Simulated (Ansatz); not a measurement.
Base system: AlCo in the CsCl type structure (space group Pm-3m, No. 221; a = 2.8240 Å; weakly magnetic (sensitive to the mesh); relaxed with 0.1 eV smearing). Axes: x, y, z lie along the cube axes.

Method: Ansatz (a program for electronic structure), r2SCAN, PAW, cutoff 500 eV, no spin-orbit coupling, earlier PAW set.

Before the change:

Shortest interatomic distance: 2.446 Å
Pressure: 0.0 GPa

One thing is altered: biaxial strain +0.30 %, plane normal [111], relaxed out of plane (Cartesian); in-plane vectors clamped, the third vector and the atoms free.

Q: What happens to the out-of-plane strain?

A: The out-of-plane strain is -0.12 %.

Q: Predict the new shortest interatomic distance.

A: The shortest interatomic distance shrinks by 0.003 Å to 2.443 Å.

Q: Predict the new pressure.

A: The pressure (mean of the normal stresses, compression positive) goes from zero to -0.9 GPa.

The magnetic state is the one reached from the starting moments; the real material's order can differ, and small cells can't hold many antiferromagnetic ones. No phonon test of stability was made. Seeded moments were not kept for the base.
